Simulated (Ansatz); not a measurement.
# A constructed model of the (110) surface of bcc Mo, a layer of Sn in place of the third plane (bottom of the slab: a bare face, its two planes held)

The numbers are results of PBE (plane waves to 420 eV, PAW; Ansatz, a first-principles code), not measurements.

Model: 6-atom slab, 11.0 Å thick at the start with caps and adatoms (thin: gaps and levels are the slab's own), 14x14x1 mesh, Fermi-Dirac 0.1 eV, dipole correction, 2 atoms held, the rest relaxed; symmetry of the start imposed; no spin, no spin-orbit, no U. In PBE it is, or lies within 0.01 eV a 1x1 cell of, the lowest of the 2 structures of its composition computed so far; subsurface sites and larger cells were not tried.

- work function of the top face = 4.37 eV
- energy released by relaxation = 0.60 eV
- cost = around 2.4 core-minutes (rough)
